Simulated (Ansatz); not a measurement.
## KTaO3, response to strain

Take KTaO₃ in the cubic perovskite structure (space group Pm-3m, No. 221) as the base.

```yaml
crystal:
  lattice:
    - [3.98530, 0.00000, 0.00000]
    - [0.00000, 3.98530, 0.00000]
    - [0.00000, 0.00000, 3.98530]
  atoms:
    - { symbol: K, position: [0.00000, 0.00000, 0.00000] }
    - { symbol: Ta, position: [0.50000, 0.50000, 0.50000] }
    - { symbol: O, position: [0.50000, 0.00000, 0.50000] }
    - { symbol: O, position: [0.00000, 0.50000, 0.50000] }
    - { symbol: O, position: [0.50000, 0.50000, 0.00000] }
```

Cartesian axes are those of the cell as printed.

Strains are applied to the cell and any free atomic positions relax; under biaxial strain the out-of-plane vector relaxes too.

Method: PBEsol (Ansatz, a program for electronic structure; PAW; 420 eV plane waves; no spin-orbit coupling).

Notes on the quantities. in-plane stress: mean in-plane stress (compression positive); energy relative to the base: free energy F.

```csv
change,shortest interatomic distance,in-plane stress,band gap,energy relative to the base
base,1.993 Å,–,2.14 eV,0 meV/atom
"biaxial strain −2.50 %, plane normal [111], relaxed out of plane",1.974 Å,+9.5 GPa,2.11 eV,+18 meV/atom
"biaxial strain −2.00 %, plane normal [111], relaxed out of plane",[?],[?],[?],[?]
"biaxial strain −1.50 %, plane normal [111], relaxed out of plane",1.981 Å,+5.6 GPa,2.13 eV,+6.6 meV/atom
"biaxial strain −1.00 %, plane normal [111], relaxed out of plane",1.985 Å,+3.7 GPa,2.13 eV,+2.9 meV/atom
"biaxial strain −0.50 %, plane normal [111], relaxed out of plane",1.989 Å,+1.8 GPa,2.14 eV,+0.8 meV/atom
```

Task: What belongs in the blanks?

Result: 
- biaxial strain −2.00 %, plane normal [111], relaxed out of plane, shortest interatomic distance: 1.978 Å
- biaxial strain −2.00 %, plane normal [111], relaxed out of plane, in-plane stress: +7.5 GPa
- biaxial strain −2.00 %, plane normal [111], relaxed out of plane, band gap: 2.12 eV
- biaxial strain −2.00 %, plane normal [111], relaxed out of plane, energy relative to the base: +12 meV/atom

With Ta present, leaving out spin-orbit coupling can change the band edges. Whether these cells are dynamically stable was not tested.
